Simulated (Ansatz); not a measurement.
An Ansatz (a first-principles code) run: SnO2 with a change (O → Te); PBEsol (Ansatz, PAW, no SOC), earlier PAW set.

Input:

Ansatz 0.2 input:
```yaml
crystal:
  lattice:
    - [6.9189003792, 0, 0]
    - [0, 6.9189003792, 0]
    - [0, 0, 4.3557794185]
  atoms:
    - { symbol: Sn, position: [0.5, 0.5, 0.5] }
    - { symbol: Sn, position: [0, 0, 0] }
    - { symbol: Te, position: [0.8010039927, 0.8010039927, 0.5] }
    - { symbol: Te, position: [0.3010039927, 0.6989960073, 0] }
    - { symbol: Te, position: [0.6989960073, 0.3010039927, 0] }
    - { symbol: Te, position: [0.1989960073, 0.1989960073, 0.5] }
basis: { ecutwfc: 420, ecutrho_ratio: 4, xc_grid: 2, fft_grid_basis: typed }
kpoints: { mp_grid: { grid: [7, 7, 11] } }
hamiltonian:
  xc: pbesol
  dispersion: none
  pseudopotentials: { azcp: { folder: ./paw }, kind: paw }
scf: { occupations: { method: fermi_dirac, width: 0.05 }, convergence: { dr2_threshold: 0.0000000006 } }
output: { forces: true, stress: true }
checkpoint: { write: state.ck, write_every: 1000 }
```

Output (explanatory and most iteration lines left out):

```
Pseudopotential: Sn, paw, valence charge 14
Pseudopotential: Te, paw, valence charge 16
Crystal: 6 atoms, lattice volume = 208.516 Å³
Basis set: ecut = 420 eV, 4107 PW (Γ), exchange–correlation on 96×96×60 points (8 copies of the dense FFT grid, shifted against one another)
Bands: 52, of which v1, the nominal top of the filled ones, is band 46 counted from 1 (45 counted from 0)
Symmetry: 16 space group operations
Space group: P42/mnm (ITA 136), of the structure as read, at distance tolerance 5.9e-5 Å
k-points: 60 of 539
Functional: x = pbesol(κ = 0.804, μ = 0.12345679012345678), c = pbesol(β = 0.046)
SCF iter   1: F=—  HF=-39505.511799 eV  |F-HF|=—  |Δ(HF+E_count)|=         —  Δρ=1.48e-2  dr2=4.26e-1  ethr=3.10e-3  ⟨swp⟩=7.8  Hψ=12752  notcnv=0
SCF iter   2: F=—  HF=-39505.435701 eV  |F-HF|=—  |Δ(HF+E_count)|=   7.61e-2  Δρ=3.42e-3  dr2=2.01e-2  ethr=4.63e-4  ⟨swp⟩=4.0  Hψ=7124  notcnv=0  defer=7
SCF 1 converged in 9 iterations: F = -39505.429550 eV  dr2 = 5.05e-11
SCF converged after 9 iterations
Free energy (F): -39505.429550 eV
Internal energy: -39505.395627 eV  (E = F + TS)
E sigma→0 (E₀):  -39505.412588 eV
Entropy (-TS):   -0.033923 eV (-5.654 meV/atom)
Fermi energy:    7.404262 eV
--- Forces (eV/Å), atoms counted from 1 ---
  atom   1  Sn     0.00000000     0.00000000     0.00000000
  atom   2  Sn     0.00000000    -0.00000000     0.00000000
  atom   3  Te     0.00093115     0.00093115     0.00000000
  atom   4  Te     0.00093115    -0.00093115     0.00000000
  atom   5  Te    -0.00093115     0.00093115     0.00000000
  atom   6  Te    -0.00093115    -0.00093115     0.00000000
--- Stress (GPa, compression-positive) ---
       -0.001166       0.000000       0.000000
        0.000000      -0.001166       0.000000
        0.000000       0.000000       0.005047
  P = ⅓ Tr σ = 0.0009 GPa (0.009 kbar)
```

With Te present, leaving out spin-orbit coupling can change the band edges. Stability against distortions was not tested. All final runs are without spin polarisation. The cell was made from SnO2 by this change: O → Te; the result is a hypothetical phase, not in the database extracts checked.
